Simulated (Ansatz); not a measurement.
For BAs (model structure, started from the NiAs type, P6₃/mmc, No. 194, 4 atoms in the cell), PBEsol in Ansatz (plane waves, PAW) gives:

| Property | Result |
|---|---|
| lattice parameter a | 3.230 Å |
| c axis length | 5.383 Å |
| cohesive energy | 4.14 eV/atom |

Q: What does r²SCAN+rVV10 in Ansatz (PAW) give for the same quantities?

A: 
- lattice constant a: 3.251 Å (goes up by 0.7 %)
- lattice parameter c: 5.401 Å (increases by 0.3 %)
- cohesive energy: 3.67 eV/atom (falls by 0.47 eV/atom)

Changes are worked out from the printed values.

Unless a cell is named, each level is at its own relaxed cell (PBEsol 12.16, r²SCAN+rVV10 12.36 Å³/atom).

Ansatz's density-functional and Hartree–Fock values are scalar-relativistic unless marked +SOC, with PAW data made under PBE.

A model structure was made by putting elements into a prototype or built by hand; it is no filed structure, need not be a known phase, and can be a saddle point held by its symmetry.

Ansatz is a quantum-chemistry and plane-wave program.
